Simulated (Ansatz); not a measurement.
A computed series for HfSi2: response to strain

Base system: HfSi₂ (space group Cmcm, No. 63; a = 3.683 Å, b = 14.598 Å, c = 3.658 Å). Axes: x, y, z lie along a, b, c of the conventional cell.

Strains are applied to the cell and any free atomic positions relax; under biaxial strain the out-of-plane vector relaxes too.

The values are results of Kohn–Sham DFT with the PBE functional, run in Ansatz (a quantum-chemistry and plane-wave program) with PAW and 420 eV plane waves, spin-orbit coupling left out, not measurements.

Notes on the quantities. pressure: mean of the normal stresses, compression positive; energy relative to the base: free energy F.

```tsv
variant	volume per atom	pressure	energy relative to the base
base	16.39 Å³	0.0 GPa	0 meV/atom
biaxial strain −3.92 %, plane normal [001], relaxed out of plane	15.53 Å³	6.9 GPa	+40 meV/atom
biaxial strain −3.18 %, plane normal [001], relaxed out of plane	15.69 Å³	5.5 GPa	+26 meV/atom
biaxial strain +2.12 %, plane normal [001], relaxed out of plane	16.87 Å³	-3.1 GPa	+10 meV/atom
biaxial strain +4.68 %, plane normal [001], relaxed out of plane	17.46 Å³	-6.1 GPa	+47 meV/atom
isotropic strain −2.96 %	14.98 Å³	14.3 GPa	+58 meV/atom
uniaxial strain ε_xx = +0.65 %	16.50 Å³	(withheld)	(withheld)
uniaxial strain ε_yy = +3.10 %	16.90 Å³	-3.2 GPa	+8.5 meV/atom
uniaxial strain ε_zz = −4.46 %	15.66 Å³	7.6 GPa	+30 meV/atom
uniaxial strain ε_zz = +1.77 %	16.68 Å³	-2.4 GPa	+4.2 meV/atom
```

Q: Some entries are withheld; estimate them.

A: 
- uniaxial strain ε_xx = +0.65 %, pressure: -0.9 GPa
- uniaxial strain ε_xx = +0.65 %, energy relative to the base: +0.5 meV/atom

Without a gap, meshes like the base's 13×13×13 leave anisotropic stresses uncertain by several tenths of a GPa, and small strain energies with them. Whether these cells are dynamically stable was not tested. All final runs are without spin polarisation.
